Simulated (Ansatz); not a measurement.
The parent structure is ZrSi in the rock salt structure (space group Fm-3m, No. 225; a = 5.342 Å; a hypothetical phase, not in the database extracts checked; relaxed with 0.1 eV smearing). Axes: x, y, z lie along the cube axes.

All numbers come from Ansatz (a first-principles code), PBEsol, PAW, cutoff 420 eV, scalar-relativistic without spin-orbit coupling, earlier PAW set.

It is then changed as follows: uniaxial strain ε_yy = −0.66 %, all other strain components held at zero, atoms relaxed at fixed cell.

**Question.** Predict the new energy relative to the base.

**Answer.** The energy increases by 0.8 meV/atom.

**Question.** Predict the new stress.

**Answer.** The stress (xx, yy, zz, yz, xz, xy; compression positive) is (0.3, 2.0, 0.3, 0.0, 0.0, 0.0) GPa.

Whether these cells are dynamically stable was not tested. The final runs are not spin-polarised.
